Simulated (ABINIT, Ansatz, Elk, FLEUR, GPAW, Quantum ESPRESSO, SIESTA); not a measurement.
Code comparison for TiAl (P4/mmm, 2 atoms in the cell)

Self-consistent single point, at a second geometry (lattice scaled by 0.98). First geometry:

```yaml
crystal:
  lattice:
    - [2.77618, 0.00000, 0.00000]
    - [0.00000, 2.77618, 0.00000]
    - [0.00000, 0.00000, 4.01640]
  atoms:
    - { symbol: Ti, position: [0.50000, 0.50000, 0.50000] }
    - { symbol: Al, position: [0.00000, 0.00000, 0.00000] }
```

Shared settings, as Ansatz (an electronic-structure program) writes them: kpoints.mp_grid.grid = 12 12 8; scf.occupations.method = fermi_dirac; scf.occupations.width = 0.1 eV. Potentials and cutoffs stand in the table.

```
code                                                                                                                                model  ΔF from the first geometry (meV/atom)  pressure (GPa)           cutoff
----------------  -----------------------------------------------------------------------------------------------------------------------  -------------------------------------  --------------  ---------------
GPAW                                                                                         PBE, GPAW PAW datasets PBE (gpaw-data 1.0.1)                                   62.3           15.61           800 eV
Elk                                        PBE, all-electron FP-LAPW, Elk's shipped species files, APW+lo basis with extra local orbitals                                   59.8               –       rgkmax 7.5
Quantum ESPRESSO                                                                        PBE, SSSP 1.1.2 efficiency (PBE) pseudopotentials                                   59.5           15.31            50 Ry
FLEUR                                                                        PBE, all-electron FLAPW (FLEUR), scalar-relativistic valence                                   60.3               –  Kmax 4.1 1/bohr
ABINIT                                                           PBE, norm-conserving pseudopotentials (PseudoDojo nc-sr-05 PBE standard)                                   58.5           15.10            84 Ry
SIESTA            GGA PBE, numerical atomic orbitals TZP, PseudoDojo PBE standard norm-conserving potentials (rewritten from UPF to PSML)                                   59.0           15.29      grid 400 Ry
Ansatz                                                                                                                     PBE, PAW files                                   59.2           15.20          default
```

A dash marks a value that a program does not give, or that is left out as unsure.

On Ansatz's run: spin polarisation is off.

The spread over the programs that give each value: ΔF from the first geometry within 3.8 meV/atom; pressure within 0.51 GPa.

SIESTA uses small atom-centred bases, whose incompleteness enters pressures, forces and empty levels differently from a plane-wave cutoff. Elk and FLEUR treat all electrons, but the usual bases taken here (sphere radii, linearisation, local orbitals, empty states) were not tested for convergence, so the values are no reference for the others. Ansatz's pressure is given at a fixed set of plane waves, as the other plane-wave codes print theirs; with its correction for the finite basis it is 15.25 GPa.

The starting cell comes from a database of computed structures (which also holds hypothetical and non-ambient phases and stackings), without a prior relaxation at this level. Its lattice was rescaled by a random factor within 2.5 % of one. For this run, on top of that: lattice scaled by 0.98.

Keys are those of Ansatz 0.2.
